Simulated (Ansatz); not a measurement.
Computed with PBE (plane waves to 420 eV, PAW; Ansatz, a program for electronic structure).

Plane-averaged electrostatic potential energy along the normal, in eV from the Fermi level, for CH3 on the 1x1 (110) surface of bcc W, one in a 2x2 cell, started at the site 'top W':

(z (Å), V (eV)): (5.20, 4.81); (5.49, 4.81); (5.78, 4.81); (6.07, 4.80); (6.36, 4.79); (6.64, 4.77); (6.93, 4.72); (7.22, 4.63); (7.51, 4.44); (7.80, 4.07); (8.09, 3.31); (8.38, 1.82); (8.67, -1.11); (8.96, -7.23); (9.24, -15.19); (9.53, -20.65); (9.82, -21.01); (10.11, -16.17); (10.40, -8.63); (10.69, -3.58); (10.98, -4.78); (11.27, -11.52); (11.56, -18.74); (11.84, -22.00); (12.13, -19.68); (12.42, -12.88); (12.71, -5.47); (13.00, -2.59); (13.29, -5.44); (13.58, -12.84); (13.87, -19.63); (14.16, -21.96); (14.44, -18.72); (14.73, -11.49); (15.02, -4.68); (15.31, -3.32); (15.60, -8.12); (15.89, -15.73); (16.18, -20.88); (16.47, -20.92); (16.76, -15.79); (17.04, -7.97); (17.33, -2.01); (17.62, -0.23); (17.91, -0.36); (18.20, -0.72); (18.49, -0.38); (18.78, 1.65); (19.07, 2.97); (19.36, 3.41); (19.64, 3.59); (19.93, 3.65); (20.22, 3.68); (20.51, 3.69); (20.80, 3.70); (21.09, 3.70); (21.38, 3.70); (21.67, 3.70); (21.96, 3.70); (22.24, 3.70); (22.53, 3.70); (22.82, 3.70); (23.11, 3.70)

Model: 20-atom slab, 6.6 Å thick at the start under the adsorbate (thin: gaps and levels are the slab's own), 6x6x1 mesh, Fermi-Dirac 0.1 eV, dipole correction, 8 atoms held, the rest relaxed; no symmetry held; spin-polarised, no spin-orbit, no U, no dispersion correction. The starting moment vanished. At the end it is bonded to 3 W. In PBE it is, or lies within 0.03 eV of, the lowest of the starts that converged.

Task: The surface cell has an area of 28.68 Å². What dipole along the normal does the step between the two vacuum levels imply?

Result: the top vacuum level lies 1.11 eV below the bottom one; p = −ε₀ A ΔV (ε₀ = 0.005526 e/(V·Å)) gives 0.18 e·Å a cell.
